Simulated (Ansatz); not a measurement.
The starting structures come from a database of crystals and need not be the phases stable at ambient conditions.

By PBEsol, the system below comes out a metal.

A figure of merit of an interconnect metal is its ballistic conductance per area.

Input:

```xyz
2
Lattice="2.9773 0.0000 0.0000 0.0000 2.9773 0.0000 0.0000 0.0000 2.8880" Properties=species:S:1:pos:R:3 pbc="T T T"
Al     0.0000     0.0000     0.0000
Rh     1.4887     1.4887     1.4440
```

Space group of this cell: P4/mmm. The cell is strained (lengths along the current scaled by 0.97, ions clamped); by PBEsol its mean pressure is 5.8 GPa.

The current flows along the normal of the first two printed cell vectors, the (001) (indices of the unstrained crystal) plane of the conventional cell. No spin-orbit coupling; the value is a mean over 0.1 eV about the Fermi level.

Q: Compute, with PBEsol (Ansatz, an electronic-structure program), the ballistic conductance per area.

A: 0.45 × 10¹⁵ S/m² for both spins.
